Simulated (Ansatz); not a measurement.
Gap of a (6,6) BN nanotube at several levels, all on one geometry.

Levels: PBE (plane waves to 420 eV, PAW; Ansatz, a program for electronic structure); r2SCAN (plane waves to 500 eV, PAW; Ansatz); Ansatz with HSE06. Unmarked values and the geometry are of the first. Mesh 1×1×12. No spin polarisation. One-dimensional cell, images about 11 Å apart. An idealised model, rolled from the flat sheet. Symmetry and one short period hold its shape; lower forms weren't sought. HSE06 ran on a 1×1×7 mesh and at PBE's edge points.

```
level   gap (eV)
------  --------
PBE         4.34
r2SCAN      4.83
HSE06          ?
```

Q: Some entries are withheld; supply them.

A: 
- HSE06, gap (eV): 5.36
